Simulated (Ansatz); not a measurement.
Ansatz (an electronic-structure program) run on CaO (Fm-3m, 2 atoms in the cell): dielectric-response calculation.

Method of the run: PBE (plane waves, PAW; Ansatz).

```
CaO
1.0
    0.00000     2.41222     2.41222
    2.41222     0.00000     2.41222
    2.41222     2.41222     0.00000
Ca O
1 1
Direct
  0.00000   0.00000   0.00000
  0.50000   0.50000   0.50000
```

Reference input (self-consistent single point, DFT, PBE, plane waves, default PAW files): basis.ecutwfc = 420 eV; kpoints.mp_grid.grid = 9 9 9; hamiltonian.xc = pbe; hamiltonian.pseudopotentials = {kind: paw} (the program's default PAW files); scf.occupations.method = fermi_dirac; scf.occupations.width = 0.02 eV. This run's input differs from it in these lines:

Ansatz 0.2 input:
```diff
@@ -13,3 +13,3 @@
   mp_grid:
-    grid: [9, 9, 9]
+    grid: [14, 14, 14]
 hamiltonian:
@@ -20,8 +20,4 @@
   occupations:
-    method: fermi_dirac
-    width: 0.02
-output:
-  forces: true
-  eigenvalues: true
-  stress: true
+    method: fixed
+dielectric: {}
```

Output (repeated stretches shortened):

```
SCF iter   1: F=—  HF=-2387.722779 eV  |F-HF|=—  |Δ(HF+E_count)|=         —  Δρ=1.10e-3  dr2=2.75e-4  ethr=1.77e-3  ⟨swp⟩=4.6  Hψ=17258  notcnv=0  defer=61
all-band conjugate gradients solve this SCF's bands
preconditioner: auto → none
SCF iter   2: F=—  HF=-2387.722818 eV  |F-HF|=—  |Δ(HF+E_count)|=   3.91e-5  Δρ=1.99e-3  dr2=1.07e-3  ethr=1.72e-6  ⟨swp⟩=2.1  Hψ=7212  notcnv=0  defer=482
SCF iter   3: F=—  HF=-2387.722621 eV  |F-HF|=—  |Δ(HF+E_count)|=   1.97e-4  Δρ=6.92e-4  dr2=1.38e-4  ethr=1.72e-6  ⟨swp⟩=2.0  Hψ=4293  notcnv=0  defer=399
   [... lines left out ...]
SCF iter   7: F=—  HF=-2387.722632 eV  |F-HF|=—  |Δ(HF+E_count)|=   1.52e-7  Δρ=1.82e-5  dr2=9.62e-8  ethr=4.23e-9  ⟨swp⟩=2.0  Hψ=3262  notcnv=0
SCF iter   8: F=—  HF=-2387.722632 eV  |F-HF|=—  |Δ(HF+E_count)|=   1.86e-8  Δρ=6.56e-6  dr2=1.24e-8  ethr=6.01e-10  ⟨swp⟩=2.0  Hψ=3339  notcnv=0
SCF iter   9: F=—  HF=-2387.722632 eV  |F-HF|=—  |Δ(HF+E_count)|=   2.55e-9  Δρ=1.69e-6  dr2=8.30e-10  ethr=7.76e-11  ⟨swp⟩=2.0  Hψ=3568  notcnv=0
SCF iter  10: F=-2387.722632 eV  HF=-2387.722632 eV  |F-HF|=0.00e0  |Δ(HF+E_count)|=  1.86e-10  Δρ=2.18e-8  dr2=1.13e-13  ethr=1.00e-12  ⟨swp⟩=1.1  Hψ=7953  notcnv=0
SCF 1 converged in 10 iterations: F = -2387.722632 eV  dr2 = 1.13e-13
DFPT response loops at Γ: preconditioner auto → none (the input reference at scf.mixing.eps_inf says where Resta's filter doesn't serve); β = 0.50 …
Free energy (F): -2387.722632 eV
Internal energy: -2387.722632 eV  (E = F + TS)
E sigma→0 (E₀):  -2387.722632 eV
Fermi energy:    7.571076 eV
--- Dielectric response (ions clamped): 1 representative field direction + reference, on 244 of 2744 k-points (Σ response iterations 7) ---
  k mesh reduced under 8 symmetry operations, with k and −k counted as one. Each operation leaves every solved perturbation unchanged …
  ε∞ (high-frequency dielectric tensor):
        3.787981    -0.000000    -0.000000
   [... lines left out ...]
         0.00000    2.35302   -0.00000
         0.00000   -0.00000    2.35302
    site 1:
        -2.35302   -0.00000   -0.00000
        -0.00000   -2.35302    0.00000
         0.00000    0.00000   -2.35302
  Z* charge neutrality: 3.343e-6 e pre-enforcement
  k-mesh period / interband length: 47.8 Å / 1.42 Å = 33.63 at k = (0.0000, 0.0000, 0.0000), direct gap 4.640 eV — 14 or more, which is no proof of convergence
```

The run converged in 10 iterations. 

Summary of the result:
Free energy E − TS (on the zero of these files): -2387.7226 eV
Top of the valence band (on the code's own zero): 7.57 eV
Gap on the k-point mesh: 3.66 eV
ε∞ at this k-point mesh, which may be far from converged in small-gap cells (xx, yy, zz): 3.79, 3.79, 3.79
Born charges at this mesh (mean of the diagonal, e): Ca 2.35, O -2.35

The starting cell has typed, rounded lattice constants, without a prior relaxation at this level. Its lattice was rescaled by up to half a per cent.

Cost on one core of a shared machine: roughly 30 s.
